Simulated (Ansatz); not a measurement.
Short convergence ladders for Pb (Fm-3m, 1 atom in the cell)

```
Pb
1.0
    0.00000     2.46758     2.46758
    2.46758     0.00000     2.46758
    2.46758     2.46758     0.00000
Pb
1
Direct
  0.00000   0.00000   0.00000
```

Base method: PBE (plane waves, PAW; Ansatz, a quantum-chemistry and plane-wave program).

Base settings: basis.ecutwfc = 420 eV; kpoints.mp_grid.grid = 12 12 12; hamiltonian.xc = pbe; hamiltonian.pseudopotentials = {kind: paw} (the program's default PAW files); scf.occupations.method = gaussian; scf.occupations.width = 0.1 eV.

The count of work is k-points × plane waves × bands × iterations; it is no time. 

**The cutoff for other potential files**

Level: DFT, PBE, plane waves, harder PAW files (source: ansatz).

In this ladder: hamiltonian.pseudopotentials = {kind: paw, source: ansatz}.

The second cell is the first with its lattice scaled by 0.98.

The mesh stays at the base's, so the ladder's end is converged at best in this setting alone.

The first pressure column holds Ansatz's estimate of the finite-basis (Pulay) stress, which hides part of the cutoff error; the other is without it.

Only quantities that move along the ladder and can be compared are tabulated.

| basis.ecutwfc | free energy less the last step's (meV/atom) | energy of the compressed cell less the first (meV/atom) | pressure (GPa) | pressure without the Pulay estimate (GPa) | count of work / last |
|---|---|---|---|---|---|
| 260 eV | 19131.98 | 10.89 | 0.56 | -482.60 | 0.12 |
| 320 eV | 3472.96 | 48.48 | 2.31 | -113.12 | 0.17 |
| 405 eV | 238.67 | 52.75 | 3.17 | -8.72 | 0.20 |
| 495 eV | 5.81 | 53.68 | 3.19 | 2.68 | 0.27 |
| 580 eV | 0.28 | 53.79 | 3.20 | 3.20 | 0.34 |
| 695 eV | 0.16 | 53.78 | 3.20 | 3.19 | 0.45 |
| 870 eV | 0.10 | 53.79 | 3.20 | 3.19 | 0.66 |
| 1160 eV | 0.00 | 53.78 | 3.20 | 3.19 | 1.0 |

Coarsest basis.ecutwfc that holds the energy of the compressed cell less the first within 0.2 meV/atom of the last step, with all finer ones: 495 eV, at 0.27 of the last step's count of work; the step before is off by 1.0 meV/atom.

Coarsest basis.ecutwfc that holds the pressure within 1 GPa of the last step, with all finer ones: 320 eV, at 0.17 of the last step's count of work; the step before is off by 2.6 GPa.

Coarsest basis.ecutwfc that holds the pressure without the Pulay estimate within 1 GPa of the last step, with all finer ones: 495 eV, at 0.27 of the last step's count of work; the step before is off by 12 GPa.

The energy difference between the two cells stays within 1 meV/atom of the last step's from 495 eV on, the total only from 580 eV on: much of the error is common to both cells and cancels.

At the lowest cutoff the pressure without the Pulay estimate lies 486 GPa under the last step's, the usual sign of Pulay stress in an incomplete plane-wave basis.

**The density cutoff**

The second cell is the first with its lattice scaled by 0.98.

The mesh stays at the base's, so the ladder's end is converged at best in this setting alone.

Only quantities that move along the ladder and can be compared are tabulated.

| basis.ecutrho_ratio | free energy less the last step's (meV/atom) | energy of the compressed cell less the first (meV/atom) |
|---|---|---|
| 2 | 0.75 | 53.59 |
| 3 | 0.00 | 53.19 |
| 4 | 0.00 | 53.19 |
| 5 | 0.00 | 53.19 |
| 6 | 0.00 | 53.19 |
| 8 | 0.00 | 53.19 |
| 10 | 0.00 | 53.19 |
| 12 | 0.00 | 53.19 |
| 16 | 0.00 | 53.19 |

Coarsest basis.ecutrho_ratio that holds the free energy within 0.5 meV/atom of the last step, with all finer ones: 3; the step before is off by 0.75 meV/atom.

Coarsest basis.ecutrho_ratio that holds the energy of the compressed cell less the first within 0.2 meV/atom of the last step, with all finer ones: 3; the step before is off by 0.40 meV/atom.

On the base run: the starting cell has typed, rounded lattice constants, without a prior relaxation at this level. Its lattice was rescaled by up to half a per cent. In the base run, with a pressure of about 3 GPa the cell is away from its equilibrium volume at this level.

Keys are those of Ansatz 0.2.
